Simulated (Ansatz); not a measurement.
Levels about the gap of amorphous B$_{50}$C$_{10}$H$_{20}$ (80 atoms in a cell of 564 Å³, 2.00 g/cm³; zone centre alone, so wide bands show as single levels with stretches between that a denser mesh fills), at the geometry that PBE-D3(BJ) relaxed, where it gives 0.1 GPa on a denser mesh. The participation number counts the atoms over which a state spreads; weights are charges in smoothed Voronoi cells. The levels come from a single point, so bond lengths are those of that geometry. Method of the levels: PBE-D3(BJ), scalar-relativistic without spin-orbit coupling (Ansatz, a first-principles code). Sampling: the zone centre alone; Fermi-Dirac width 0.05 eV; no spin polarisation. At PBE the levels at the filled edge of the gap are localised (band-tail or defect states), and the nearest spread-out levels lie 0.8 eV apart at the zone centre.

It comes from a melt-quench run on a machine-learned potential (CHGNet), relaxed afterwards by DFT. The hot cell started wider than the set density and was brought back towards it in steps. It is the lowest in DFT energy of 2 quenches. It is a model cell: composition and starting density were chosen by hand, and all elements were melted together. The geometry includes D3(BJ) dispersion. A short ab initio anneal came between quench and relaxation. Its density started from a set value of 1.93 and ended at 2.00 g/cm³. Cooling (nominally 150 K/ps over its main leg) ran many orders faster than in experiment, which tends to leave more defects and strain. One small periodic cell is one sample of the glass; other quenches scatter about these values. The volume was free in the relaxation, at fixed shape. Stress components on the final sampling reach 3.2 GPa. On a 2×2×2 Γ-centred mesh force components of up to 0.15 eV/Å stay, since the relaxation ran on one k-point at (1/4, 1/4, 1/4).

| E - E(highest filled), eV | filling | participation number | largest on | weight B | weight C | weight H |
|---|---|---|---|---|---|---|
| -1.32 | filled | 43.2 | B, 5 neighbours | 0.67 | 0.21 | 0.12 |
| -1.17 | filled | 41.1 | C, 4 neighbours | 0.74 | 0.18 | 0.07 |
| -1.08 | filled | 44.4 | B, 4 neighbours | 0.77 | 0.14 | 0.09 |
| -1.01 | filled | 33.4 | C, 4 neighbours | 0.71 | 0.18 | 0.11 |
| -0.59 | filled | 38.3 | B, 6 neighbours | 0.82 | 0.11 | 0.07 |
| -0.38 | filled | 30.0 | B, 6 neighbours | 0.84 | 0.09 | 0.07 |
| 0.00 | filled | 15.3 | B, 5 neighbours | 0.87 | 0.06 | 0.07 |
| 0.46 | empty | 41.4 | B, 7 neighbours | 0.80 | 0.08 | 0.12 |
| 0.92 | empty | 36.9 | B, 6 neighbours | 0.80 | 0.11 | 0.09 |
| 1.16 | empty | 47.6 | B, 6 neighbours | 0.79 | 0.07 | 0.14 |
| 1.35 | empty | 22.8 | B, 4 neighbours | 0.80 | 0.08 | 0.11 |
| 1.78 | empty | 31.8 | B, 4 neighbours | 0.84 | 0.06 | 0.10 |
| 1.88 | empty | 38.5 | B, 4 neighbours | 0.78 | 0.09 | 0.14 |
| 2.36 | empty | 42.4 | B, 7 neighbours | 0.83 | 0.07 | 0.10 |

Most localised among these is the filled level at +0.00 eV, on a B atom, which has 5 neighbours (B 1.65 Å, B 1.74 Å, B 1.74 Å, B 1.76 Å, B 1.79 Å).
